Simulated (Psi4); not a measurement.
Psi4 1.11, HF/def2-tzvp: Hf(Cl)3(OH) ([OH][Hf]([Cl])([Cl])[Cl]), 6 atoms. The geometry is a generated start, not checked to be a minimum at this level.

| Item | Value |
|---|---|
| task | energy |
| method | scf |
| basis | def2-tzvp |
| memory | 3 GB |
| maxiter | 100 |
| keys of the molecule block | symmetry c1 |
| scf_type | df (default) |
| diis_max_vecs | 10 (default) |
| e_convergence | 1e-06 (default) |
| d_convergence | 1e-06 (default) |
| effective core potentials | those of the basis set, past Kr |
| basis functions | 188 |

```xyz
6

Hf     0.3516     0.0317    -0.0558
Cl     2.3038     0.9012    -0.7503
Cl     0.7365    -0.7533     2.0074
Cl    -0.0288    -1.8003    -1.2978
O     -1.2314     0.9563    -0.0350
H     -2.1317     0.6644     0.1315
```

Charge 0 and multiplicity 1 are set for this test and not shown to be the ground state.

With the defaults (damping_percentage = 0, diis = true, scf_initial_accelerator = adiis, guess = auto, which took SAD, level_shift = 0, level_shift_cutoff = 0.01, soscf = false) it converges in 8 SCF iterations. One run each on 2 threads, with these changes:
- damping_percentage = 60
- damping_percentage = 60, diis = false, scf_initial_accelerator = none
- guess = huckel
- soscf = true
- guess = sapgau
- guess = core
- guess = sadno
- guess = gwh
- level_shift = 0.5, level_shift_cutoff = 0.001

### Question
Name the settings that don't reach the solution of the defaults.

### Answer
No convergence: damping_percentage = 60 (the run ends without SCF convergence in 100 iterations). The rest reach the solution of the defaults.

```json
[
 {"setting": "soscf = true", "SCF iterations": "5", "JK calls": "16", "end": "same solution"},
 {"setting": "the defaults", "SCF iterations": "8", "JK calls": "9", "end": "same solution"},
 {"setting": "level_shift = 0.5, level_shift_cutoff = 0.001", "SCF iterations": "8", "JK calls": "9", "end": "same solution"},
 {"setting": "guess = sadno", "SCF iterations": "9", "JK calls": "9", "end": "same solution"},
 {"setting": "guess = huckel", "SCF iterations": "9", "JK calls": "35", "end": "same solution"},
 {"setting": "guess = sapgau", "SCF iterations": "13", "JK calls": "13", "end": "same solution"},
 {"setting": "guess = core", "SCF iterations": "13", "JK calls": "13", "end": "same solution"},
 {"setting": "guess = gwh", "SCF iterations": "14", "JK calls": "14", "end": "same solution"},
 {"setting": "damping_percentage = 60, diis = false, scf_initial_accelerator = none", "SCF iterations": "57", "JK calls": "58", "end": "same solution"},
 {"setting": "damping_percentage = 60", "SCF iterations": "100", "JK calls": "101", "end": "no convergence"}
]
```

An SOSCF iteration holds several JK calls; a Hückel guess adds calls on atoms.
